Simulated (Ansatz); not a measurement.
Cubic perovskite CsPbBr3 (cubic high-temperature phase), treated with LDA in Ansatz (plane waves, PAW).

Settings: plane-wave cutoff 520 eV, 6×6×6 k mesh, Fermi–Dirac smearing 0.01 eV, scalar-relativistic PAW data made under PBE.

Pressure at four volumes; x = ln(V/38.421 Å³). One pressure is withheld.

| V (Å³/atom) | x | P (GPa) |
|---|---|---|
| 36.116 | -0.0619 | 1.827 |
| 38.421 | 0.0000 | 0.003 |
| 39.958 | 0.0392 | -0.906 |
| 40.726 | 0.0583 | ? |

Task: Pass a parabola P(x) through the three rows shown, estimate the bulk modulus and its pressure derivative near zero pressure, and predict the withheld pressure.

Result: Slopes between the rows: (0.003 − (1.827))/(0.0000 − (-0.0619)) = -29.47 and (-0.906 − (0.003))/(0.0392 − (0.0000)) = -23.19 GPa. Their difference over the span 0.1011 is c = 6.28/0.1011 = 62.1 GPa, so P(x) = 1.827 + (-29.47)(x − (-0.0619)) + 62.1 (x − (-0.0619))(x − (0.0000)). At the middle row B = −dP/dx = −[-29.47 + 62.1 × 0.0619] = 25.6 GPa, and B′ = dB/dP = 2c/B = 4.9. At x = 0.0583 the parabola gives -1.280 GPa; the run gives -1.287 GPa. The Birch–Murnaghan fit to the energies at all volumes has B0 = 25.4 GPa and B′ = 4.8.

Note: the relaxation could not lower the start's symmetry, so the cell can be a saddle point above a distorted one.

Spin–orbit coupling is not included; it can shift volumes and moduli of such heavy elements.

Ansatz is a quantum-chemistry and plane-wave program.
